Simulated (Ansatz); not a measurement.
For W2C (P-3m1, relaxed from the CdI2 type) at 475 K, the quasi-harmonic free energy with PBEsol in Ansatz (a quantum-chemistry and plane-wave program) gives a volume expansion coefficient α_V = 15.87 × 10⁻⁶ K⁻¹, an isothermal bulk modulus B_T = 313.3 GPa, a molar volume V_m = 22.497 cm³/mol and C_V = 69.11 J/(mol K). The cell was generated from a structure type, relaxed within its symmetry, and need not be the phase found at ambient conditions. Spin-orbit coupling is not included.

Problem. Work out the Grüneisen parameter, C_P and the adiabatic bulk modulus.

Solution. γ = α_V B_T V_m / C_V = 1.62. C_P − C_V = α_V² B_T V_m T = 0.84 J/(mol K), so C_P = 69.96 J/(mol K). B_S = B_T C_P/C_V = B_T (1 + α_V γ T) = 317.2 GPa.

The PAW data sets were generated under PBE and serve the other functionals too.
